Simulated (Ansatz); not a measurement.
The parent structure is AlAu in the CsCl type structure (space group Pm-3m, No. 221; a = 3.178 Å; a cell from a computed database, its experimental status unchecked).

One thing is altered: a hydrostatic pressure of 0.3 GPa.

Levels (all Ansatz, a program for electronic structure, PAW): PBEsol (420 eV, spin-orbit coupling left out); PBEsol+SOC (420 eV, with spin-orbit coupling).

The geometry is relaxed with PBEsol.

| Quantity | Result |
|---|---|
| PBEsol pressure | 0.3 GPa |

Question: Predict the pressure from PBEsol+SOC.

Answer: The pressure shrinks by 1.1 GPa, from 0.3 GPa to -0.8 GPa.

Single points use the geometry relaxed with PBEsol. The spin-orbit shifts are approximate. Load acts through the strain it causes; cell and atoms are relaxed under it. Stability against distortions was not tested.
